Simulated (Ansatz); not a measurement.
System: interstitial Cu in rock-salt TiN (neutral cell). Computed with PBE, PAW (plane waves to 420 eV; Ansatz, a program for electronic structure).

Cell of 64 host sites held at the relaxed PBE lattice; a 3×3×3 k-point mesh shifted by half a step; Fermi-Dirac width 0.10 eV, spin-restricted; finite-size errors left in. Static, classical nuclei. Sites that were not tried may lie lower.

Barriers: single points on a 4×4×4 k-point mesh shifted by half a step at the bands' geometries.

Relaxed starting cell (atoms counted from 1):

```
CELL_PARAMETERS angstrom
      8.49380     0.00000     0.00000
      0.00000     8.49380     0.00000
      0.00000     0.00000     8.49380
ATOMIC_POSITIONS crystal
  Ti 0.99976 0.99985 0.00062
  Ti 0.99632 0.99641 0.50116
  Ti 0.99631 0.50041 0.99715
  Ti 0.99695 0.50141 0.50218
  Ti 0.50033 0.99640 0.99716
  Ti 0.50133 0.99705 0.50218
  Ti 0.50133 0.50142 0.99782
  Ti 0.52462 0.52471 0.52546
  N  0.25005 0.00062 0.00138
  N  0.24812 0.99520 0.50253
  N  0.24812 0.50177 0.99595
  N  0.24410 0.50579 0.50655
  N  0.75126 0.99864 0.99940
  N  0.74928 0.00063 0.50060
  N  0.74927 0.49984 0.00139
  N  0.75471 0.50178 0.50254
  Ti 0.99696 0.24856 0.24932
  Ti 0.99632 0.24957 0.75435
  Ti 0.99632 0.75360 0.25034
  Ti 0.99978 0.75014 0.75088
  Ti 0.52459 0.22529 0.22605
  Ti 0.50131 0.24857 0.75370
  Ti 0.50132 0.75295 0.24933
  Ti 0.50030 0.75359 0.75435
  N  0.24411 0.24420 0.24495
  N  0.24813 0.24822 0.75555
  N  0.24812 0.75479 0.24897
  N  0.25005 0.74937 0.75012
  N  0.75470 0.24821 0.24897
  N  0.74928 0.25014 0.75012
  N  0.74928 0.74937 0.25091
  N  0.75126 0.75135 0.75211
  Ti 0.24848 0.99705 0.24933
  Ti 0.24948 0.99642 0.75434
  Ti 0.22519 0.52469 0.22605
  Ti 0.24848 0.50141 0.75369
  Ti 0.75349 0.99639 0.25033
  Ti 0.75005 0.99986 0.75089
  Ti 0.75286 0.50142 0.24932
  Ti 0.75351 0.50041 0.75436
  N  0.00053 0.00063 0.25089
  N  0.99855 0.99864 0.75211
  N  0.99509 0.50178 0.24897
  N  0.00053 0.49985 0.75012
  N  0.50168 0.99519 0.24897
  N  0.49976 0.00063 0.75012
  N  0.50571 0.50580 0.24495
  N  0.50169 0.50179 0.75556
  Ti 0.24849 0.24858 0.99780
  Ti 0.22521 0.22531 0.52544
  Ti 0.24949 0.75358 0.99715
  Ti 0.24848 0.75294 0.50218
  Ti 0.75349 0.24958 0.99715
  Ti 0.75285 0.24857 0.50219
  Ti 0.75002 0.75012 0.00062
  Ti 0.75351 0.75360 0.50117
  N  0.00053 0.25014 0.00138
  N  0.99510 0.24821 0.50253
  N  0.99855 0.75135 0.99940
  N  0.00053 0.74937 0.50060
  N  0.50169 0.24821 0.99595
  N  0.50571 0.24419 0.50655
  N  0.49975 0.74937 0.00139
  N  0.50169 0.75480 0.50254
  Cu 0.37492 0.37501 0.37576
```

End state 1 differs by these moves (Å; atoms that move under 0.08 Å are left out):

```tsv
atom	element	Δx	Δy	Δz
8	Ti	0.00	-0.42	0.00
12	N	0.00	-0.10	0.00
21	Ti	-0.20	0.18	0.20
23	Ti	0.20	0.18	-0.20
35	Ti	0.00	-0.42	0.00
47	N	0.00	-0.10	0.00
50	Ti	0.20	0.18	-0.20
52	Ti	-0.20	0.18	0.20
65	Cu	0.00	2.12	0.00
```

Problem. Estimate the forward and backward barriers to end state 1 that PBE, PAW returns for this input.

Solution. forward 1.46 eV, backward 1.46 eV; at the saddle point atom 65 has neighbours 2 N at 1.75; 2 Ti at 2.07 Å. The saddle point's order was not checked, and it lies on a symmetry element of the cell, where a band can be held.
